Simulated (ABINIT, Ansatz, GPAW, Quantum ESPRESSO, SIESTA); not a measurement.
# One structure in several programs: RbSr3 (I4/mmm, 4 atoms in the cell)

Self-consistent single point.

```yaml
crystal:
  lattice:
    - [-3.09065, 3.09065, 6.37601]
    - [3.09065, -3.09065, 6.37601]
    - [3.09065, 3.09065, -6.37601]
  atoms:
    - { symbol: Rb, position: [0.00000, 0.00000, 0.00000] }
    - { symbol: Sr, position: [0.75000, 0.25000, 0.50000] }
    - { symbol: Sr, position: [0.25000, 0.75000, 0.50000] }
    - { symbol: Sr, position: [0.50000, 0.50000, 0.00000] }
```

Shared settings, as Ansatz (a program for electronic structure) writes them: kpoints.mp_grid.grid = 3 3 3; scf.occupations.method = fermi_dirac; scf.occupations.width = 0.1 eV. Potentials and cutoffs stand in the table.

```tsv
code	model	pressure (GPa)	cutoff
ABINIT	PBEsol, norm-conserving pseudopotentials (PseudoDojo nc-sr-04 PBEsol standard)	-0.47	925 eV
Quantum ESPRESSO	PBEsol, PseudoDojo standard norm-conserving (PBESOL) pseudopotentials	-0.47	70 Ry
GPAW	PBEsol, GPAW PAW datasets PBEsol (made by gpaw-setup)	-0.46	550 eV
SIESTA	GGA PBEsol, numerical atomic orbitals DZP, PseudoDojo PBEsol standard norm-conserving potentials (rewritten from UPF to PSML)	1.48	grid 300 Ry
Ansatz	PBEsol, PAW files made with PBE	-0.46	420 eV
```

The spread over the programs that give each value: pressure within 1.95 GPa.

SIESTA uses small atom-centred bases, whose incompleteness enters pressures, forces and empty levels differently from a plane-wave cutoff. Ansatz's pressure is given at a fixed set of plane waves, as the other plane-wave codes print theirs. In the pressure, SIESTA (by 1.95) lies more than 1 GPa from the median of the plane-wave programs.

On the base mesh (5 5 5) the same programs gave: Ansatz pressure -0.45 GPa; Quantum ESPRESSO pressure -0.46 GPa; ABINIT pressure -0.46 GPa; GPAW pressure -0.45 GPa; SIESTA pressure 1.49 GPa.

The starting cell comes from a database of computed structures (which also holds hypothetical and non-ambient phases and stackings), without a prior relaxation at this level.

Left out of this page: CP2K (on another mesh); Elk and FLEUR (not drawn, or without a comparable value).

Keys are those of Ansatz 0.2.
